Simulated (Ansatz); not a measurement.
**A computed series for hypothetical diamond Pd: pressure series**

The reference is Pd in the diamond structure (space group Fd-3m, No. 227; a = 5.6853 Å; a hypothetical phase, not in the database extracts checked).

Cell and atoms are relaxed at each pressure.

All numbers come from PBEsol, PAW, 420 eV (Ansatz, a program for electronic structure; scalar-relativistic without spin-orbit coupling).

| change | shortest interatomic distance | density |
|---|---|---|
| base | 2.462 Å | 7.69 g/cm³ |
| pressure −2 GPa | 2.483 Å | 7.50 g/cm³ |
| pressure −1 GPa | 2.472 Å | 7.60 g/cm³ |
| pressure 0.3 GPa | 2.459 Å | 7.72 g/cm³ |
| pressure 0.7 GPa | 2.455 Å | 7.76 g/cm³ |
| pressure 1.5 GPa | 2.448 Å | 7.83 g/cm³ |
| pressure 3 GPa | 2.435 Å | 7.95 g/cm³ |
| pressure 5 GPa | 2.420 Å | 8.10 g/cm³ |
| pressure 7.5 GPa | 2.402 Å | 8.28 g/cm³ |
| pressure 10 GPa | 2.386 Å | 8.45 g/cm³ |

Load acts through the strain it causes; cell and atoms are relaxed under it. No phonon test of stability was made. Competing high-pressure phases were not computed. The final runs are not spin-polarised. Pd lies near a magnetic instability that expansion can trigger; it was not tested. Pd has a high density of states at the Fermi level and may be magnetic at this level.
